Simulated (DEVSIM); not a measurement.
System: illuminated Si n-on-p cell, one wavelength, at 400 K.

Layer 1 from the left is Si, thickness (μm) 0.130, Nd (cm⁻³) 2.1e18, τn (s) 1.5e-6, τp (s) 1.3e-5, absorption coefficient (cm⁻¹) 170. Layer 2 from the left is Si, thickness (μm) 61.0, Na (cm⁻³) 6.7e16, τn (s) 0.00014, τp (s) 0.00014, absorption coefficient (cm⁻¹) 170.

Left contact: ohmic, minority hole recombination velocity 10 cm/s. Right contact: ohmic, minority electron recombination velocity 4e5 cm/s. Voltage is applied to the left contact. Recombination: SRH at mid-gap, radiative, Auger. Gap narrowing is on: ΔEg = 6.92 meV × (l + √(l² + 0.5)), l = ln(N/1.3e17 cm⁻³), shared equally by both band edges. Light enters at the left, 6.2e16 photons cm⁻² s⁻¹, one pass, no reflection. Mobility is μmin + (μ − μmin)/(1 + (N/Nref)^α).

The device is made up for the run: typed textbook-type constants, with dimensions and the other settings drawn at random. Values at 300 K; Nc and Nv go as T^1.5, mobilities as T to minus their exponent, the gap by Varshni's rule with the affinity fixed.

Si: gap (eV) 1.124, affinity (eV) 4.05, permittivity 11.7, Nc (cm⁻³) 2.86e19, Nv (cm⁻³) 3.1e19, μn (cm²/Vs) 1417, μp (cm²/Vs) 470, μn,min 52, μp,min 45, Nref,n 9.7e16, Nref,p 2.2e17, αn 0.68, αp 0.72, T exponent of μn 2.3, T exponent of μp 2.2, B (cm³/s) 4.7e-15, Cn (cm⁶/s) 2.8e-31, Cp (cm⁶/s) 9.9e-32, Varshni α (eV/K) 0.000473, Varshni β (K) 636.

Simulated with DEVSIM: 1D drift-diffusion, Boltzmann statistics, complete ionisation; no tunnelling, impact ionisation, image-force lowering or self-heating.

Dark forward current:

```csv
|V| (V),|J| (A/cm²)
0.05,6.646e-7
0.10,3.485e-6
0.15,1.549e-5
0.20,6.664e-5
0.25,0.0002847
0.30,0.001214
0.35,0.005178
0.40,0.02208
0.45,0.09402
0.50,0.3986
0.55,1.660
0.60,6.528
0.65,22.66
0.70,66.93
0.75,170.2
0.80,372.5
0.85,690.9
0.90,1110
0.95,1610
1.00,2181
```

Task: Work out the local ideality factor n = ΔV / (kT/q · ln(J2/J1)) between the rows 0.15 and 0.20 V, 0.95 and 1.00 V.

Result: kT/q = 34.47 mV. From 0.15 to 0.20 V: ln(6.664e-5/1.549e-5) = 1.459, n = 0.99, near the 1 of diffusion or emission over a barrier. From 0.95 to 1.00 V: ln(2181/1610) = 0.304, n = 4.78.

Task: What current could the absorbed light give at most, and what share is collected?

Result: Σ αd = 1.04, so qΦ(1 − exp(−Σ αd)) = 6.42 mA/cm². The simulated short-circuit current is 3.782 mA/cm², a share of 0.59.

Task: Estimate the open-circuit voltage by superposition: the voltage at which the dark current equals that short-circuit current.

Result: Interpolating ln J in the table gives 0.339 V. The simulation gives 0.339 V, the same within the digits that matter. Superposition holds where collection doesn't change with voltage.

Task: Estimate the fill factor from FF0 = (v − ln(v + 0.72))/(v + 1), v = qVoc/(nkT), with n from the dark curve.

Result: The rows about Voc, 0.30 and 0.35 V, give n = 1.00, so v = 9.83 and FF0 = 0.690. The simulation gives 0.690, the same within the digits that matter.
